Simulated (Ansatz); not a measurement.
Consider Zr in the hcp (Mg type) structure (space group P6_3/mmc, No. 194; a = 3.244 Å, c = 5.158 Å; relaxed with 0.1 eV smearing). Axes: x lies along a and z along c of the hexagonal cell.

Computed with Kohn–Sham DFT with the r2SCAN functional, run in Ansatz (a first-principles code) with PAW and 500 eV plane waves, without spin-orbit coupling, earlier PAW set.

For the base:

```
Item                               Result
-----------------------------  ----------
Shortest interatomic distance  6.024 bohr
```

One thing is altered: the symmetric strain tensor [0.0063 -0.0045 -0.0175; -0.0045 0.0150 0.0119; -0.0175 0.0119 0.0030], atoms relaxed at fixed cell.

Task: What does the calculation give for the energy relative to the base, largest internal atomic displacement and shortest interatomic distance after the change?

Result: The energy goes up by 8.7 meV/atom; the largest internal atomic displacement is 0.013 Å; the shortest interatomic distance drops by 0.087 bohr (6.024 bohr → 5.937 bohr).

Whether these cells are dynamically stable was not tested. The final runs are not spin-polarised.
